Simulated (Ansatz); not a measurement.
We consider LiH (model structure, F-43m, No. 216, 2 atoms in the cell), described by PBEsol in Ansatz (PAW).

Run with plane-wave cutoff 520 eV, 14×14×14 k mesh, Fermi–Dirac smearing 0.01 eV, scalar-relativistic PAW data made under PBE.

Cell (relaxed at this level):

```
LiH
1.0
    0.00000     2.12867     2.12867
    2.12867     0.00000     2.12867
    2.12867     2.12867     0.00000
Li H
1 1
Direct
  0.00000   0.00000   0.00000
  0.25000   0.25000   0.25000
```

### Question
Give the computed band gap, smallest direct gap on the k points sampled and direct gap at Γ.

### Answer

band gap: 4.01 eV (indirect)
smallest direct gap on the k points sampled: 5.12 eV
direct gap at Γ: 17.06 eV

Note: the relaxation could raise the start's symmetry but not lower it, so the cell can be a saddle point.

The computed numbers hold no vibrational or temperature effects.

A model structure was made by putting elements into a prototype or built by hand; it is no filed structure, need not be a known phase, and can be a saddle point held by its symmetry.

Ansatz is a quantum-chemistry and plane-wave program.
